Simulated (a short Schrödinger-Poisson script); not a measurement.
MOS inversion layer, HfO2 on p-type Si(110)

System: MOS inversion layer, HfO2 on p-type Si(110), at 400 K.

```
layer  material  thickness (nm)  Na (cm⁻³)
-----  --------  --------------  ---------
1          HfO2            10.2          -
2            Si             620     4.8e17
```

Constants are typed, rounded textbook-type inputs, not results; the design itself was drawn at random and stands for no fabricated device. HfO2: permittivity 22, conduction-band edge (eV) 1.55, gap (eV) 5.7, electron mass (mₑ) 0.2. Si: permittivity 11.7, conduction-band edge (eV) 0, gap (eV) 1.124, Nv at 300 K (cm⁻³) 3.1e19.

Channel valleys (confinement mass, in-plane density-of-states mass, number): Δ4 0.315, 0.324, 4; Δ2 0.19, 0.417, 2. At the gate the conduction-band edge of layer 1 lies 1.66 eV − eVg above the Fermi level of the channel; the field vanishes at the back. Gaps are held at their typed values at every temperature. Mesh 0.03 nm at interfaces.

Solved with a short Schrödinger-Poisson script written for these runs: 1D Poisson equation in equilibrium, electrons quantum, Hartree (BenDaniel-Duke, 12 states a valley, the channel's in-plane mass for all, wave functions ending at the dielectric), parabolic valleys, classical holes, full ionisation, no traps, pinning or gate leakage.

```csv
Vg (V),electrons (cm⁻²),C (μF/cm²),Δ4 E0 (meV),Δ4 E1 (meV),Δ2 E0 (meV),Δ2 E1 (meV)
0,3.39e8,0.220,390.5,470.3,410.4,503.5
0.05,1.12e9,0.216,348.8,430.7,369.2,464.7
0.1,3.74e9,0.219,307.0,390.8,327.9,425.8
0.15,1.23e10,0.241,265.6,351.3,286.9,387.1
0.2,3.89e10,0.315,225.6,313.2,247.4,349.7
0.25,1.10e11,0.478,189.6,279.1,211.9,316.3
0.3,2.54e11,0.698,160.3,251.8,183.3,289.7
0.35,4.75e11,0.892,138.2,231.7,161.9,270.2
0.4,7.58e11,1.03,121.6,217.3,146.1,256.3
0.45,1.08e12,1.13,108.8,206.6,134.2,246.1
0.5,1.44e12,1.20,98.5,198.5,124.8,238.4
0.55,1.81e12,1.25,90.0,192.1,117.1,232.4
0.6,2.20e12,1.29,82.8,186.9,110.7,227.6
0.65,2.61e12,1.32,76.4,182.7,105.3,223.7
0.7,3.02e12,1.35,70.8,179.1,100.6,220.4
0.75,3.44e12,1.37,65.8,176.0,96.4,217.6
0.8,3.87e12,1.39,61.2,173.4,92.7,215.3
0.85,4.30e12,1.40,57.0,171.1,89.4,213.2
0.9,4.74e12,1.42,53.2,169.1,86.3,211.4
0.95,5.18e12,1.43,49.6,167.3,83.6,209.9
1,5.63e12,1.44,46.2,165.7,81.0,208.5
```

Subbands count from the Fermi level.
